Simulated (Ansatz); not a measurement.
Pressure series in MoTe2

Consider MoTe$_{2}$ (space group P2_1/m, No. 11; a = 6.3217 Å, b = 3.4914 Å, c = 14.1904 Å, α = γ = 90.00°, β = 92.78°; layered, stacked along the Cartesian z axis).

Cell and atoms are relaxed at each pressure.

All numbers come from r2SCAN+rVV10 (Ansatz, a quantum-chemistry and plane-wave program), no spin-orbit coupling.

| pressure (GPa) | volume per atom (Å³/atom) |
|---|---|
| -1 | 27.330 |
| 0 | 26.070 |
| 0.3 | 25.797 |
| 0.7 | ? |
| 1.5 | 24.926 |
| 3 | 24.202 |
| 5 | 23.475 |
| 7.5 | 22.765 |
| 10 | 22.186 |

Task: Fit the third-order Birch–Murnaghan form P(V) = (3B₀/2)[(V₀/V)^(7/3) − (V₀/V)^(5/3)]·[1 + (3/4)(B₀′ − 4)((V₀/V)^(2/3) − 1)] (squares taken in P) to the rows shown and predict the withheld row.

Result: Least squares on the printed values gives V₀ = 26.046 Å³/atom, B₀ = 27.6 GPa, B₀′ = 11.6; this predicts 25.471 Å³/atom, and the run gives 25.471 Å³/atom, in agreement.

Load acts through the strain it causes; cell and atoms are relaxed under it. No phonon test of stability was made. No other phases were tried under pressure. All final runs are without spin polarisation.
